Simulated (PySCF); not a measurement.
PySCF 2.14.0, PBE/def2-svp, df: [SiH3][C@H]1[SiH2]C[Si@@H]1[SiH3], 18 atoms. The geometry is a generated start, not checked to be a minimum at this level.

* **task**: energy and gradient
* **method**: pbe
* **basis**: def2-svp
* **two-electron scheme**: density fitting
* **mol.max_memory**: 7000 MB
* **mf.init_guess**: minao (default)
* **mf.DIIS**: CDIIS (default)
* **mf.diis_space**: 8 (default)
* **mf.conv_tol**: 1e-09 (default)
* **basis functions (reference run)**: 160
* **grid points (reference run)**: 1404832

```xyz
18

Si    -1.7727    -1.8168     0.4316
C     -0.7995    -0.3899    -0.3934
Si    -1.4737     1.4082    -0.2282
C      0.3392     1.9939    -0.2548
Si     0.7549     0.3124     0.5213
Si     2.7041    -0.6145    -0.2050
H     -2.0903    -1.5009     1.8450
H     -0.9540    -3.0531     0.3944
H     -3.0356    -2.0618    -0.3063
H     -0.5692    -0.6182    -1.4390
H     -2.2521     1.8406    -1.4124
H     -2.1511     1.6658     1.0668
H      0.7328     2.1356    -1.2636
H      0.5522     2.8636     0.3689
H      0.5845     0.3160     1.9996
H      2.7584    -0.5852    -1.6904
H      3.8729     0.1345     0.3266
H      2.7992    -2.0298     0.2389
```
Charge 0, spin multiplicity 1.

The reference run has mf.grids.level = 8, mf.grids.prune = nwchem_prune (default); it is not itself proven converged. One run each, on a shared machine, so no times are given.

Settings tried, all else as in the reference:
- mf.grids.level = 6
- mf.grids.level = 3 (default), no pruning
- mf.grids.level = 5
- mf.grids.level = 3 (default), mf.grids.atom_grid = 50×194
- mf.grids.level = 0
- mf.grids.level = 3 (default), mf.grids.prune = treutler_prune
- mf.grids.level = 2
- mf.grids.level = 3 (default), mf.grids.atom_grid = 35×110
- mf.grids.level = 3 (default), mf.grids.atom_grid = 99×590
- mf.grids.level = 3 (default), mf.grids.atom_grid = 75×302
- mf.grids.level = 1
- mf.grids.level = 4
- mf.grids.level = 3 (default)

Problem. Sort the settings: which keep to the reference within 10 meV/atom in energy, 100 meV/Å in forces (largest component), and which don't?

Solution. Within it: mf.grids.level = 6; mf.grids.level = 5; mf.grids.level = 3 (default), mf.grids.atom_grid = 99×590; mf.grids.level = 4; mf.grids.level = 3 (default), no pruning; mf.grids.level = 3 (default); mf.grids.level = 3 (default), mf.grids.prune = treutler_prune; mf.grids.level = 3 (default), mf.grids.atom_grid = 75×302; mf.grids.level = 2; mf.grids.level = 1; mf.grids.level = 3 (default), mf.grids.atom_grid = 50×194; mf.grids.level = 3 (default), mf.grids.atom_grid = 35×110. Outside: mf.grids.level = 0.

```
setting                                                        grid points  energy against the reference  difference in forces (largest component)
-------------------------------------------------------------  -----------  ----------------------------  ----------------------------------------
the reference                                                      1404832                             —                                         —
mf.grids.level = 6                                                  796648          under 0.001 meV/atom                               0.015 meV/Å
mf.grids.level = 5                                                  542648          under 0.001 meV/atom                               0.060 meV/Å
mf.grids.level = 3 (default), mf.grids.atom_grid = 99×590           581632              −0.0013 meV/atom                                0.17 meV/Å
mf.grids.level = 4                                                  361384              −0.0015 meV/atom                                0.19 meV/Å
mf.grids.level = 3 (default), no pruning                            365384               −0.011 meV/atom                                0.68 meV/Å
mf.grids.level = 3 (default)                                        222656              −0.0079 meV/atom                                0.69 meV/Å
mf.grids.level = 3 (default), mf.grids.prune = treutler_prune       197240               −0.011 meV/atom                                0.70 meV/Å
mf.grids.level = 3 (default), mf.grids.atom_grid = 75×302           261760               −0.015 meV/atom                                 1.4 meV/Å
mf.grids.level = 2                                                  134584               −0.018 meV/atom                                 1.5 meV/Å
mf.grids.level = 1                                                   65672               −0.085 meV/atom                                 5.0 meV/Å
mf.grids.level = 3 (default), mf.grids.atom_grid = 50×194           118776               −0.091 meV/atom                                 5.1 meV/Å
mf.grids.level = 3 (default), mf.grids.atom_grid = 35×110            51784                 −1.1 meV/atom                                  48 meV/Å
mf.grids.level = 0                                                   16112                 +310 meV/atom                                  60 meV/Å
```

Total energies are compared; such shifts often cancel in part in energy differences. The gradients leave out the derivatives of the grid weights. The tolerance is a choice made for this comparison.
